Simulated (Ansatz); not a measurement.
The starting structures come from a database of crystals and need not be the phases stable at ambient conditions.

 Where the default PAW files enter, the runs use the earlier of Ansatz's two default sets.

# Evanescent states of CaBr$_{2}$ (P4_2/mnm, rutile, not sure to be the ambient phase, 6 atoms a cell, 33.8 Å³ an atom) along the normal of (110)

Computed with r2SCAN (plane waves, PAW; Ansatz, an electronic-structure program).

The gap is the functional's own. No spin-orbit coupling. Mid-gap values are interpolated on the energy grid.

Energies count from the valence-band top; κ is the least over a 8×4 mesh across the current.

| E (eV) | κ (1/Å) | where |
|---|---|---|
| 0.12 | 0.196 | Γ |
| 0.34 | 0.234 | Γ |
| 0.57 | 0.261 | Γ |
| 0.81 | 0.280 | Γ |
| 1.03 | 0.295 | Γ |
| 1.26 | 0.306 | Γ |
| 1.50 | 0.314 | Γ |
| 1.73 | 0.319 | Γ |
| 1.96 | 0.322 | Γ |
| 2.19 | 0.323 | Γ |
| 2.42 | 0.322 | Γ |
| 2.65 | 0.319 | Γ |
| 2.88 | 0.314 | Γ |
| 3.10 | 0.308 | Γ |
| 3.33 | 0.300 | Γ |
| 3.56 | 0.290 | Γ |
| 3.79 | 0.277 | Γ |
| 4.03 | 0.262 | Γ |
| 4.25 | 0.244 | Γ |
| 4.49 | 0.221 | Γ |
| 4.71 | 0.189 | Γ |
| 4.95 | 0.115 | Γ |

Problem. How thick must the barrier be to attenuate the transmission by 10^8 when the electrodes' Fermi level lies at 1.50 eV, and what attenuation does that film give at 4.71 eV?

Solution. d = 8 ln 10 / (2 × 0.314) = 29.3 Å. At 4.71 eV it gives 8 × 0.189/0.314 = 4.8 decades.
